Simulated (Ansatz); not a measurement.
Consider Mo in the bcc (W type) structure (space group Im-3m, No. 229; relaxed with 0.1 eV smearing).

```yaml
crystal:
  lattice:
    - [-1.57562, 1.57562, 1.57562]
    - [1.57562, -1.57562, 1.57562]
    - [1.57562, 1.57562, -1.57562]
  atoms:
    - { symbol: Mo, position: [0.00000, 0.00000, 0.00000] }
```

Cartesian axes are those of the cell as printed.

Level of theory: Ansatz (an electronic-structure program) r2SCAN, no spin-orbit coupling, earlier PAW set.

Base values:

| Quantity | Result |
|---|---|
| Shortest interatomic distance | 272.9 pm |

The change: a pure shear with ε_xz = ε_zx = 0.0068, atoms relaxed at fixed cell.

### Question
Estimate the effect on the stress.

### Answer
The stress (xx, yy, zz, yz, xz, xy; compression positive) comes out as (0.0, 0.0, 0.0, 0.0, -1.4, 0.0) GPa.

### Question
Predict the new energy relative to the base.

### Answer
The energy goes up by 0.9 meV/atom.

### Question
Estimate the effect on the shortest interatomic distance.

### Answer
The shortest interatomic distance shrinks by 1.2 pm (272.9 pm → 271.7 pm).

The cells carry an imposed strain or load. Stability against distortions was not tested. All final runs are without spin polarisation.
